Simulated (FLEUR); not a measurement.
Worked example: self-consistent single point of Ho (P6_3/mmc, 2 atoms in the cell) in FLEUR.

Level of theory: FLEUR with LDA (Perdew-Zunger), all-electron FLAPW (FLEUR), scalar-relativistic valence.

```xyz
2
Lattice="1.7900 -3.1004 0.0000 1.7900 3.1004 0.0000 0.0000 0.0000 5.6200" Properties=species:S:1:pos:R:3 pbc="T T T"
Ho     1.7900     1.0335     1.4050
Ho     1.7900    -1.0335     4.2150
```
Moments meant for the start (each program seeds them in its own way; μB, in the order of the atoms Ho Ho): 4.0 4.0.

Reference input (self-consistent single point, DFT, PBE, all-electron FLAPW (FLEUR), scalar-relativistic valence): Kmax = 3.8 1/bohr; GmaxXC = 15.2 1/bohr; xcFunctional = pbe; jspins = 2; l_soc = F; mode = gauss; fermiSmearingEnergy = 0.00734986 Htr; mesh (inpgen div1-3) = 7 7 4; inpgen gamma flag = true; Gmax = 15.2 1/bohr; numbands = 0; maxIterBroyd = 15. This run's input differs from it in these lines:

```diff
@@ -14,2 +14,3 @@
 &comp jspins=2 /
+&exco xctyp='pz' /
 &kpt div1=7 div2=7 div3=4 gamma=t /
@@ -26,3 +27,3 @@
       <coreElectrons ctail="T" frcor="F" kcrel="0" coretail_lmax="0"/>
-      <xcFunctional name="pbe" relativisticCorrections="F"/>
+      <xcFunctional name="pz" relativisticCorrections="F"/>
       <magnetism jspins="2"/>
```

Log, with long lists cut:

```
 Iteration:     1   Distance:     113.33228814 me/bohr^3
 Iteration:     2   Distance:      10.14540330 me/bohr^3
 Iteration:     3   Distance:      13.19786277 me/bohr^3
 Iteration:     4   Distance:       7.42149381 me/bohr^3
 Iteration:     5   Distance:      11.52951634 me/bohr^3
   [... 51 lines left out ...]
 Iteration:    57   Distance:       0.00052407 me/bohr^3
 Iteration:    58   Distance:       0.00051830 me/bohr^3
 Iteration:    59   Distance:       0.00028467 me/bohr^3
 Iteration:    60   Distance:       0.00014665 me/bohr^3
 Run finished successfully
 Stop message:
   all done

[file out, last iteration]
             iter=     60
[...]
          total density-effective poten   -4.3253211638E+04
          total charge density-energy d   -5.2744913970E+02
 Updated energy parameters for spin:           1
 Updated energy parameters for spin:           2
[...]
 fermi energy and band-weighting factors:
   [... lines left out ...]
          first approx. to ef    (T=0)  :   0.291071 htr   (energy of the highest occ. eigenvalue)
          total moment                 =     6.93496
 Direct bandgap for spin            1 :    9.7950546796219395E-003  Htr
 Direct bandgap for spin            2 :    5.2198337946318674E-004  Htr
 ---->    free energy=                    -25240.9276155564 htr
   [... lines left out ...]
SPIN-2 FORCE FOR ATOM TYPE=  1  X=  0.000   Y= -3.906   Z=  2.655      FX_SP = 0.000000 FY_SP = 0.000000 FZ_SP = 0.000000
 ***** TOTAL FORCES ON ATOMS *****
 TOTAL FORCE FOR ATOM TYPE=  1  X=  0.000   Y= -3.906   Z=  2.655
                       FX_TOT= 0.000000 FY_TOT= 0.000000 FZ_TOT= 0.000000
No new postions, force convergence required= 0.00001; max force distance= 0.00000
---->    distance of charge densities for spin  1                 it=   60:     0.000012 me/bohr**3
---->    distance of charge densities for spin  2                 it=   60:     0.000143 me/bohr**3
---->    distance of charge densities for it=   60:     0.000140 me/bohr**3
---->    distance of spin densities for it=   60:     0.000147 me/bohr**3
GENERALIZED ANDERSON MIXING: alpha=   0.05000 History-length=3
     ******* it= 60  is completed********
```

The run ended unconverged after 60 iterations. 

The starting cell has typed, rounded lattice constants, without a prior relaxation at this level. Spin-orbit coupling is off. Values depend on the basis (sphere radii, cutoffs, local orbitals), which need not be converged.

Cost on one core of a shared machine: roughly 4 min.
